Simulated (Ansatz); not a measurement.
**A constructed model of the (111) surface of fcc Au, (√3x√3)R30° surface alloy, In on one Au site of the top plane (bottom of the slab: a bare face, its two planes held)**

Calculation: PBE (plane waves to 420 eV, PAW; Ansatz, a first-principles code).

Model: 18-atom slab, 12.0 Å thick at the start, 9x9x1 mesh, Fermi-Dirac 0.1 eV, dipole correction, 6 atoms held, the rest relaxed; start symmetry kept, larger cells not searched; no spin, no spin-orbit, no U. It is one candidate, not shown to be the stable structure of the face.

```yaml
work_function_of_the_top_face: 4.56 eV
energy_released_by_relaxation: 0.083 eV
cost: around 9 core-minutes (rough)
```
